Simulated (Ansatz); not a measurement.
The cell is built on a prototype and need not be the phase stable at ambient conditions.

By PBEsol, the system below comes out a metal.

Without scattering a metal conducts by its projected Fermi surface.

```yaml
crystal:
  lattice:
    - [5.64975, 0.00000, 0.00000]
    - [-2.82488, 4.89283, 0.00000]
    - [2.82488, 1.63094, 4.61300]
  atoms:
    - { symbol: In, position: [0.75000, 0.87500, 0.37500] }
    - { symbol: In, position: [0.25000, 0.87500, 0.87500] }
    - { symbol: In, position: [0.25000, 0.37500, 0.87500] }
    - { symbol: In, position: [0.75000, 0.87500, 0.87500] }
    - { symbol: Pt, position: [0.50000, 0.25000, 0.25000] }
    - { symbol: Pt, position: [0.00000, 0.50000, 0.50000] }
```

Space group of this cell: Fd-3m, cubic Laves (MgCu2 type). The cell was relaxed by PBE-D3(BJ); by PBEsol its mean pressure is -1.3 GPa.

The current flows along the normal of the first two printed cell vectors. No spin-orbit coupling; the value is a mean over 0.1 eV about the Fermi level.

Q: Estimate the ballistic conductance per area that PBEsol (Ansatz, an electronic-structure program) returns for this system.

A: 0.58 × 10¹⁵ S/m² for both spins.
